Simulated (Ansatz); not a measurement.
BaO in the CsCl type structure (space group Pm-3m, No. 221; a hypothetical phase, not in the database extracts checked)

```
CELL_PARAMETERS angstrom
      3.27564     0.00000     0.00000
      0.00000     3.27564     0.00000
      0.00000     0.00000     3.27564
ATOMIC_POSITIONS crystal
  Ba 0.00000 0.00000 0.00000
  O  0.50000 0.50000 0.50000
```

Computed with Kohn–Sham DFT with the PBEsol functional, run in Ansatz (an electronic-structure program) with PAW and 420 eV plane waves, no spin-orbit coupling. k-mesh 10×10×10 (Γ-centred); smearing 0.05 eV (Fermi–Dirac).

| Item | Value |
|---|---|
| Volume per atom | 17.57 Å³ |
| Density | 7.24 g/cm³ |
| Band gap | 1.75 eV, direct at Γ |
| Electron mass (degenerate bands, along [100]) | 0.26, 1.7 mₑ |
| Hole mass (degenerate bands, along [100]) | 0.28, 1.5, 1.5 mₑ |
| Lowest conduction-band minima above the VBM | Γ 1.75 eV |
| Total energy | -3212.784 eV/atom (σ→0; compares only within this code and set-up) |

Effective masses come from finite differences of ±0.01 Å⁻¹. Whether these cells are dynamically stable was not tested.
